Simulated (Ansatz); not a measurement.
Levels about the gap of amorphous Ti₂₀O₃₉Cl₂ (61 atoms in a cell of 776 Å³, 3.54 g/cm³; zone centre alone, so wide bands show as single levels with stretches between that a denser mesh fills), at the geometry that PBE relaxed, where it gives 2.7 GPa on a denser mesh. The participation number counts the atoms over which a state spreads; weights are charges in smoothed Voronoi cells. The levels come from a single point, so bond lengths are those of that geometry. Method of the levels: PBE, scalar-relativistic without spin-orbit coupling (Ansatz, an electronic-structure program). Sampling: the zone centre alone; Fermi-Dirac width 0.02 eV; no spin polarisation. At PBE the levels at the filled edge of the gap are localised (band-tail or defect states), and the nearest spread-out levels lie 2.6 eV apart at the zone centre.

A CHGNet melt-quench gave the starting glass, which DFT then relaxed. Anions were pushed apart under 1.9 Å during the dynamics, to hinder bonds among them. The hot cell started wider than the set density and was brought back towards it in steps. It is the lowest in DFT energy of 2 quenches. It is a model cell: composition and starting density were chosen by hand, and all elements were melted together. No dispersion term was used. Its density started from a set value of 3.54 and ended at 3.54 g/cm³. The simulated quench (nominally 300 K/ps over its main leg) is rapid and tends to freeze in more defects than a deposited or slowly cooled glass has. One small periodic cell is one sample of the glass; other quenches scatter about these values. The volume was held where the preparation left it and the shape relaxed, at a PBE pressure of 2.7 GPa. Stress components on the final sampling reach 2.7 GPa. On a 2×2×2 Γ-centred mesh force components of up to 0.12 eV/Å stay, since the relaxation ran on the zone centre alone.

```
E - E(highest filled), eV  filling  participation number        largest on  weight O  weight Ti  weight Cl
-------------------------  -------  --------------------  ----------------  --------  ---------  ---------
-0.53                       filled                  22.4   O, 2 neighbours      0.83       0.08       0.09
-0.42                       filled                  19.1   O, 3 neighbours      0.86       0.08       0.06
-0.39                       filled                  17.1   O, 3 neighbours      0.87       0.08       0.05
-0.32                       filled                  19.9   O, 2 neighbours      0.86       0.08       0.06
-0.28                       filled                   6.8   O, 3 neighbours      0.91       0.09       0.00
-0.17                       filled                   9.3   O, 2 neighbours      0.90       0.09       0.01
0.00                        filled                   4.1  Cl, 2 neighbours      0.28       0.04       0.68
2.25                         empty                   9.6  Ti, 6 neighbours      0.18       0.81       0.00
2.34                         empty                  12.3  Ti, 6 neighbours      0.20       0.79       0.01
2.51                         empty                  10.2  Ti, 6 neighbours      0.17       0.82       0.01
2.52                         empty                  18.1  Ti, 6 neighbours      0.20       0.80       0.00
2.59                         empty                  10.2  Ti, 6 neighbours      0.19       0.80       0.01
2.61                         empty                  18.0  Ti, 5 neighbours      0.18       0.82       0.01
2.62                         empty                  12.7  Ti, 6 neighbours      0.18       0.81       0.00
```

Most localised among these is the filled level at +0.00 eV, on a Cl atom, which has 2 neighbours (Ti 2.54 Å, Ti 2.59 Å).
